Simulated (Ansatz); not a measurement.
**A computed series for Os: element substitutions**

The parent structure is Os in the hcp (Mg type) structure (space group P6_3/mmc, No. 194; a = 2.729 Å, c = 4.307 Å).

Each row replaces one element on all its sites; cell and atoms are relaxed.

Method: PBEsol/PAW in Ansatz (an electronic-structure program), without spin-orbit coupling, earlier PAW set.

| variant | c/a ratio | shortest interatomic distance |
|---|---|---|
| base | 1.578 | 2.668 Å |
| Os → W | … | … |
| Os → Pt | 1.720 | 2.729 Å |
| Os → Ru | 1.577 | … |

Q: Some entries are withheld; estimate them.

A: 
- Os → W, c/a ratio: 1.779
- Os → W, shortest interatomic distance: 2.752 Å
- Os → Ru, shortest interatomic distance: 2.631 Å

Whether these cells are dynamically stable was not tested. For W and Pt in this form, whether it has been made was not checked. The final runs are not spin-polarised. Pt lies near a magnetic instability that expansion can trigger; it was not tested. Pt has a high density of states at the Fermi level and may be magnetic at this level. This is not the structure that W has at room temperature and ambient pressure. This is not the structure that Pt has at room temperature and ambient pressure.
